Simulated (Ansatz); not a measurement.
Adsorption energy and surface dipole of F on the 1x1 (111) surface of fcc Ir, one in a 1x1 cell, started at the site 'top Ir', worked from the runs' numbers; total energies count from the potentials' own zero.

All values below come from PBE (plane waves to 420 eV, PAW; Ansatz, an electronic-structure program).

Slab: 5 atoms, 6.6 Å thick at the start under the adsorbate (thin: gaps and levels are the slab's own); k 12x12x1, smearing 0.1 eV, dipole-corrected; 2 atoms held, the rest relaxed; start symmetry kept, larger cells not searched; no spin, no spin-orbit, no U, no dispersion correction. At the end it is bonded to Ir. In PBE it is, or lies within 0.03 eV of, the lowest of the starts that converged.

```csv
quantity,value
slab with the adsorbate,-48547.226 eV
"clean slab, same cell and mesh",-47739.424 eV
"reference, ½ F2(g)",-805.593 eV
area of the cell,6.49 Å²
change of the step from the bottom to the top vacuum level,2.981 eV
```

Problem. What is the adsorption energy against this reference?

Solution. E(slab + adsorbate) − E(slab) − E(reference) = -2.21 eV, so in this state the adsorbate is more stable than in the reference, at a coverage of 15.41 a nm².

Problem. What dipole does adsorption add to the slab along the outward normal (Helmholtz relation, ε₀ = 0.005526 e/(V·Å))?

Solution. p = −ε₀·A·ΔV = -0.107 e·Å = -0.51 D; its negative end points to the vacuum, which raises the vacuum level.
